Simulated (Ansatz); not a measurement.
# I on the 1x1 (111) surface of fcc Cu, one in a 2x2 cell, started at the site 'hollow Cu-Cu-Cu over Cu at depth 2.1 Å'

Calculation: PBE (plane waves to 420 eV, PAW; Ansatz, a quantum-chemistry and plane-wave program).

Set-up: 17 atoms, 6.2 Å thick at the start under the adsorbate (thin: gaps and levels are the slab's own); mesh 6x6x1; 0.1 eV smearing; dipole correction on; 8 atoms held, the rest relaxed; start symmetry kept, larger cells not searched; no spin, no spin-orbit, no U, no dispersion correction. At the end it is bonded to 3 Cu. In PBE it is, or lies within 0.03 eV of, the lowest of the starts that converged.

```
Property                                                                                                                   Value
--------------------------------------------------------------------------------------  ----------------------------------------
adsorption energy against ½ I2(g)                                                                                       -1.49 eV
work function of the top face                                                                                            4.69 eV
change of the work function                                                                                            -0.085 eV
change of the step from the bottom to the top vacuum level, against the clean slab                                      -0.12 eV
energy released by relaxation                                                                                           0.042 eV
height of the binding atom over the mean of the host atoms within 0.3 Å of the top one                                   2.255 Å
nearest host atoms of the binding atom                                                  Cu at 2.69 Å, Cu at 2.69 Å, Cu at 2.69 Å
largest move of a host atom                                                                                               0.04 Å
cost                                                                                       about 6 core-minutes (a rough figure)
```

A negative adsorption energy means that the adsorbate is more stable on the surface than in its reference.
